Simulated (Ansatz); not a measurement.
Where the default PAW files enter, the runs use the earlier of Ansatz's two default sets.

Inside the gap of an insulator the Bloch states are evanescent, with a wavenumber k + iκ along the transport direction.

Given:

```
CELL_PARAMETERS angstrom
      4.34609     0.00000     0.00000
     -2.17305     3.76382     0.00000
      0.00000     0.00000     6.87714
ATOMIC_POSITIONS crystal
  Cd 0.66667 0.33333 0.49995
  Cd 0.33333 0.66667 0.99995
  Se 0.66667 0.33333 0.87591
  Se 0.33333 0.66667 0.37591
```

Space group of this cell: P6_3mc, wurtzite. The cell is strained (lengths along the current scaled by 0.97, ions clamped); by r2SCAN its mean pressure is 1.5 GPa.

Transport runs along the normal of the first two printed cell vectors, the (001) (indices of the unstrained crystal) plane of the conventional cell.

The gap is the functional's own, uncorrected, and κ follows it; spin-orbit coupling is left out. Mid-gap values are interpolated between the computed energies.

Problem. State the band gap and the smallest decay constant κ at mid-gap according to r2SCAN (Ansatz, a quantum-chemistry and plane-wave program).

Solution. Gap 1.17 eV on a 12×12×6 mesh; κ = 0.085 1/Å, at the zone centre.
